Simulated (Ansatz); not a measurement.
Results of r²SCAN (plane waves, PAW; Ansatz, a first-principles code) for Sb2TeO2 (model structure, started from the La2SO2 type, P-3m1, No. 164, 5 atoms in the cell).

Run with plane-wave cutoff 560 eV, 18×18×10 k mesh (along the axes of the cell as run), Fermi–Dirac smearing 0.05 eV, scalar-relativistic PAW data made under PBE.

Cell (relaxed at this level):

```
CELL_PARAMETERS angstrom
      4.02654     0.00000     0.00000
     -2.01327     3.48709     0.00000
      0.00000     0.00000     7.03184
ATOMIC_POSITIONS crystal
  Sb 0.66667 0.33333 0.80278
  Sb 0.33333 0.66667 0.19722
  Te 0.00000 0.00000 0.50000
  O  0.66667 0.33333 0.10354
  O  0.33333 0.66667 0.89646
```

Task: What does this level give for the bulk modulus?

Result: 
- bulk modulus = 75.5 GPa

The run finds no gap.

Note: the bulk modulus is −V dP/dV from two relaxed cells at ±2 % in volume; the relaxation could raise the start's symmetry but not lower it, so the cell can be a saddle point.

Spin–orbit coupling is not included; it can open a gap where bands touch, and shift volumes and moduli.

The computed numbers hold no vibrational or temperature effects.

The result took roughly 17 core-minutes.

A model structure was made by putting elements into a prototype or built by hand; it is no filed structure, need not be a known phase, and can be a saddle point held by its symmetry.
